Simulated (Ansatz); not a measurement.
Take SiO2 in the rutile structure (space group P4_2/mnm, No. 136) as the base.

```xyz
6
Lattice="4.1848 0.0000 0.0000 0.0000 4.1848 0.0000 0.0000 0.0000 2.6684" Properties=species:S:1:pos:R:3 pbc="T T T"
Si     2.0924     2.0924     1.3342
Si     0.0000     0.0000     0.0000
O      3.3733     3.3733     1.3342
O      1.2810     2.9038     0.0000
O      2.9038     1.2810     0.0000
O      0.8114     0.8114     1.3342
```

The values are results of r2SCAN (Ansatz, an electronic-structure program), without spin-orbit coupling, earlier PAW set, not measurements.

For the base:

| Item | Result |
|---|---|
| Electron mass | 0.38 mₑ along c, 0.48 mₑ across (at Γ) |
| Band gap | 6.53 eV |

One thing is altered: the cell is scaled by 1.0092 in all directions; the atoms relax in the strained cell.

### Question
Predict the new electron mass and band gap.

### Answer
The electron mass changes from 0.38 mₑ along c, 0.48 mₑ across (at Γ) to 0.36 mₑ along c, 0.46 mₑ across (at Γ); the band gap drops by 0.464 eV (6.53 eV → 6.06 eV).

Masses are band curvatures over ±0.01 Å⁻¹ around the edge. Whether these cells are dynamically stable was not tested.
